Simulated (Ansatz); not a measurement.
The starting structures come from a database of crystals and need not be the phases stable at ambient conditions.

Consider the following.

```
CELL_PARAMETERS angstrom
      5.72148     0.00000     0.00000
      2.86074     6.95303    -0.00203
      0.00000     3.05320     6.42136
ATOMIC_POSITIONS crystal
  Pb 0.47568 0.04865 0.72779
  Pb 0.52432 0.95135 0.27221
  Pb 0.85302 0.29395 0.89217
  Pb 0.14698 0.70605 0.10783
  S  0.16955 0.66091 0.65657
  S  0.83045 0.33909 0.34343
  O  0.74671 0.00000 0.00000
  O  0.25329 0.00000 0.00000
  O  0.28515 0.42970 0.70082
  O  0.71485 0.57030 0.29918
  O  0.63962 0.29355 0.24702
  O  0.36038 0.70645 0.75298
  O  0.93317 0.70645 0.75298
  O  0.06683 0.29355 0.24702
  O  0.10174 0.79652 0.42668
  O  0.89826 0.20348 0.57332
```

Space group of this cell: C2/m. The cell was relaxed by PBE-D3(BJ); by r2SCAN its mean pressure is -2.8 GPa.

Transport runs along the normal of the first two printed cell vectors.

The gap is the functional's own. No spin-orbit coupling. Mid-gap values are interpolated on the energy grid.

Question: Give the band gap and the smallest decay constant κ at mid-gap that r2SCAN in Ansatz (a first-principles code) yields.

Answer: Gap 3.53 eV on a 6×6×6 mesh; κ = 0.416 1/Å, at (0.000, 0.500) of the in-plane reciprocal vectors. At the zone centre, at the nearest computed energy, the slowest state has κ = 0.43 1/Å.
